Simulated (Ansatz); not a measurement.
CsPbBr3, response to strain

Consider CsPbBr₃ in the cubic perovskite structure (space group Pm-3m, No. 221; a = 5.872 Å). Axes: x, y, z lie along the cube axes.

Strains are applied to the cell and any free atomic positions relax; under biaxial strain the out-of-plane vector relaxes too.

The values are results of plane-wave PAW DFT at the PBEsol level (Ansatz, a quantum-chemistry and plane-wave program, 420 eV), scalar-relativistic without spin-orbit coupling, not measurements.

Candidates:
(a) biaxial strain −1.80 %, plane normal [001], relaxed out of plane
(b) biaxial strain −0.60 %, plane normal [001], relaxed out of plane
(c) biaxial strain −2.40 %, plane normal [001], relaxed out of plane
(d) biaxial strain −1.20 %, plane normal [001], relaxed out of plane

Notes on the quantities. in-plane stress: mean in-plane stress (compression positive).

**Question.** Order them by in-plane stress, highest first.

**Answer.** (c) biaxial strain −2.40 %, plane normal [001], relaxed out of plane (+1.6 GPa), (a) biaxial strain −1.80 %, plane normal [001], relaxed out of plane (+1.1 GPa), (d) biaxial strain −1.20 %, plane normal [001], relaxed out of plane (+0.7 GPa), (b) biaxial strain −0.60 %, plane normal [001], relaxed out of plane (+0.4 GPa)

Whether these cells are dynamically stable was not tested. Many cubic perovskites are stable only at high temperature; tilts and polar distortions were not tested. This is not the structure that CsPbBr3 has at room temperature and ambient pressure.
